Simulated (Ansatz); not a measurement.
# Point defect Be interstitial in zinc-blende GaSb

Computed with PBE, PAW (plane waves to 420 eV; Ansatz, a first-principles code). Cell and caveats: 64-site cell; 2×2×2 shifted k-points; start: void with 4Sb nearest; no spin–orbit coupling; the functional closes the host's gap; not converged in cell size.

Neighbours after relaxation, in Å: of the Be atom: Sb 2.65, Sb 2.65, Sb 2.65, Sb 2.65.

The name describes the start; the neighbours show where the atoms ended.

```tsv
charge	moment (μB)	largest move off a lattice site (Å)
0	not spin-polarised	0.06
```

No other site or start that was run ended lower by more than 0.1 eV.
